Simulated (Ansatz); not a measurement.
```yaml
crystal:
  lattice:
    - [11.00000, 0.00000, 0.00000]
    - [0.00000, 11.00000, 0.00000]
    - [0.00000, 0.00000, 6.35891]
  atoms:
    - { symbol: Ba, position: [0.50000, 0.50000, 0.00000] }
    - { symbol: Te, position: [0.50000, 0.50000, 0.50000] }
```

Levels: PBE (plane waves to 420 eV, PAW; Ansatz, a first-principles code); PBE with spin-orbit coupling run with Ansatz; r2SCAN (plane waves to 500 eV, PAW; Ansatz); HSE06 (Ansatz). Unmarked values and the geometry are of the first. Mesh 1×1×48. No spin polarisation. It repeats along c; a and b span vacuum. A hypothetical model. Symmetry and one short period hold its shape; lower forms weren't sought. Pairing along the axis, which can open a gap, is among the distortions not tried. Values not marked SOC lack spin–orbit coupling. HSE06 ran on a 1×1×3 mesh and at PBE's edge points. Buckling under compression is shut out by symmetry and the short period.

**Question.** Give the properties of this body.

**Answer.** 
```
Item                                                                     Result
---------------------------------------------------------  --------------------
PBE gap                                                    1.61 eV, direct at Γ
electron mass along the axis (PBE)                                       1.3 mₑ
hole mass along the axis (PBE)                                          0.16 mₑ
valence and conduction edges under the vacuum level (PBE)      3.70 and 2.09 eV
PBE+SOC gap at this geometry                                            1.52 eV
r2SCAN gap at this geometry                                             2.27 eV
HSE06 gap at this geometry                                              2.36 eV
axial stiffness dF/dε                                                     29 nN
```
